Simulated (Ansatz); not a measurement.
The structure below was relaxed with Ansatz (a program for electronic structure) PBEsol, no SOC, at pressure −1 GPa.

```
CELL_PARAMETERS angstrom
      0.00000     2.85253     2.85253
      2.85253     0.00000     2.85253
      2.85253     2.85253     0.00000
ATOMIC_POSITIONS crystal
  Ge 0.50000 0.50000 0.50000
  Ge 0.75000 0.75000 0.75000
```

Q: Find the space group and the Wyckoff positions.

A: Space group Fd-3m, origin choice 1 (No. 227); a = 5.705 Å, b = 5.705 Å, c = 5.705 Å, α = 90.00°, β = 90.00°, γ = 90.00°

| atom | site | symmetry | x | y | z |
|---|---|---|---|---|---|
| Ge | 8a | -43m | 0.0000 | 0.0000 | 0.0000 |

Q: Describe the coordination.

A: The crystal has 8 atoms in its conventional cell. Cell: a = b = c = 5.705 Å, α = β = γ = 90.00°. Ge is surrounded by 4 Ge at 2.470 Å (tetrahedral). (Neighbours: up to the widest gap in distance over summed covalent radii, below 1.35, at either atom.)

Load acts through the strain it causes; cell and atoms are relaxed under it. No phonon test of stability was made. The cell was made from Ge in the diamond structure (space group Fd-3m, No. 227) by this change: pressure −1 GPa.
